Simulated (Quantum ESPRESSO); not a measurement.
Worked example: self-consistent single point of RuN2 (P1, 6 atoms in the cell) in Quantum ESPRESSO.

Method: vdW-DF, GBRV 1.5 ultrasoft (PBE) pseudopotentials (plane waves; Quantum ESPRESSO 7.5).

```yaml
crystal:
  lattice:
    - [4.11322, 0.00000, 0.00000]
    - [0.00000, 4.93130, 0.00000]
    - [0.00000, 0.00000, 2.71709]
  atoms:
    - { symbol: Ru, position: [0.99535, 0.00277, 0.98207] }
    - { symbol: Ru, position: [0.50360, 0.50082, 0.50548] }
    - { symbol: N, position: [0.37379, 0.90491, 0.51307] }
    - { symbol: N, position: [0.61101, 0.08953, 0.50904] }
    - { symbol: N, position: [0.88197, 0.60328, 0.00435] }
    - { symbol: N, position: [0.13428, 0.39868, 0.98599] }
```

Reference input (self-consistent single point, DFT, PBEsol, plane waves, GBRV 1.5 ultrasoft (PBESOL) pseudopotentials): ecutwfc = 40 Ry; ecutrho = 320 Ry; occupations = smearing; smearing = fermi-dirac; degauss = 0.0073499 Ry; potentials = {Ru: ru_pbesol_v1.2.uspp.F.UPF, N: n_pbesol_v1.2.uspp.F.UPF}; K_POINTS = automatic 5 4 8 0 0 0; conv_thr = 1e-10 Ry. This run's input differs from it in these lines:

```diff
@@ -17,2 +17,3 @@
     degauss = 0.0073499,
+    input_dft = 'vdw-df',
 /
@@ -22,4 +23,4 @@
 ATOMIC_SPECIES
-Ru   101.0700  ru_pbesol_v1.2.uspp.F.UPF
-N     14.0070  n_pbesol_v1.2.uspp.F.UPF
+Ru   101.0700  ru_pbe_v1.2.uspp.F.UPF
+N     14.0070  n_pbe_v1.2.uspp.F.UPF
 ATOMIC_POSITIONS {crystal}
```

The program printed (abridged):

```
     Self-consistent Calculation

     iteration #  1     ecut=    40.00 Ry     beta= 0.70

     negative rho (up, down):  1.556E-01 0.000E+00

     total energy              =    -467.55465628 Ry
     estimated scf accuracy    <       4.25590925 Ry

     iteration #  2     ecut=    40.00 Ry     beta= 0.70

     negative rho (up, down):  1.537E-01 0.000E+00

     total energy              =    -467.38904132 Ry
     estimated scf accuracy    <      23.05572842 Ry

     iteration #  3     ecut=    40.00 Ry     beta= 0.70

     negative rho (up, down):  1.526E-01 0.000E+00

     total energy              =    -470.17454423 Ry
     estimated scf accuracy    <       0.12812494 Ry

   [... 12 blocks of this kind left out ...]

     iteration # 16     ecut=    40.00 Ry     beta= 0.70

     negative rho (up, down):  1.539E-01 0.000E+00

     total energy              =    -470.22128946 Ry
     estimated scf accuracy    <          1.3E-09 Ry

     iteration # 17     ecut=    40.00 Ry     beta= 0.70

     negative rho (up, down):  1.539E-01 0.000E+00
     End of self-consistent calculation

     the Fermi energy is    16.2033 ev

!    total energy              =    -470.22128946 Ry
     estimated scf accuracy    <          1.0E-11 Ry
     smearing contrib. (-TS)   =      -0.00583365 Ry
     internal energy E=F+TS    =    -470.21545581 Ry

     convergence has been achieved in  17 iterations

     negative rho (up, down):  1.539E-01 0.000E+00

     Forces acting on atoms (cartesian axes, Ry/au):

     atom    1 type  1   force =     0.00499788   -0.01243455    0.02433416
     atom    2 type  1   force =     0.00288656   -0.00835667   -0.01369319
     atom    3 type  2   force =    -0.00560181    0.00578175   -0.00795699
     atom    4 type  2   force =     0.02497342    0.00657652   -0.00365333
     atom    5 type  2   force =     0.01400970   -0.06021991   -0.01204222
   [... lines left out ...]
     Total force =     0.111350     Total SCF correction =     0.000011
   [... lines left out ...]

     negative rho (up, down):  1.539E-01 0.000E+00
          total   stress  (Ry/bohr**3)                   (kbar)     P=       63.31
   0.00034170   0.00025891  -0.00002933           50.27       38.09       -4.31
   0.00025891   0.00039014  -0.00002892           38.09       57.39       -4.25
  -0.00002933  -0.00002892   0.00055937           -4.31       -4.25       82.29

   JOB DONE.
```

The run converged in 17 iterations. Against the reference run the pressure goes from -14.17 to 6.33 GPa and the largest force hardly changes (2.087 to 2.086 eV/Å).

The starting cell comes from a database of computed structures (which also holds hypothetical and non-ambient phases and stackings), without a prior relaxation at this level. Its atoms were displaced at random from the sites of space group no. 58. Spin polarisation is off. With a pressure of about 6 GPa the cell is away from its equilibrium volume at this level. Forces in this geometry exceed 1 eV/Å.

Cost on one core of a shared machine: roughly 3 min.
